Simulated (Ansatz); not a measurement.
The parent structure is GeS2 in the 2H-MoS2 type structure (space group P6_3/mmc, No. 194; a = 3.427 Å, c = 10.622 Å; a hypothetical phase, not in the database extracts checked; layered, stacked along the Cartesian z axis). Axes: x lies along a and z along c of the hexagonal cell.

All numbers come from Kohn–Sham DFT with the PBE-D3(BJ) functional, run in Ansatz (a program for electronic structure) with PAW and 420 eV plane waves, scalar-relativistic without spin-orbit coupling.

Before the change:

```
Quantity           Result
---------------  --------
Volume per atom  18.01 Å³
Pressure          0.0 GPa
```

The change: tensile biaxial strain of 1.09 % in the plane normal to [001], as in epitaxy on a mismatched substrate; the out-of-plane cell vector and the atoms relax.

Task: How does this affect the volume per atom and pressure?

Result: The volume per atom rises by 0.29 Å³ to 18.30 Å³; the pressure (mean of the normal stresses, compression positive) goes from zero to -1.2 GPa.

Without a gap, meshes like the base's 16×16×5 leave anisotropic stresses uncertain by several tenths of a GPa, and small strain energies with them. Whether these cells are dynamically stable was not tested. The final runs are not spin-polarised.
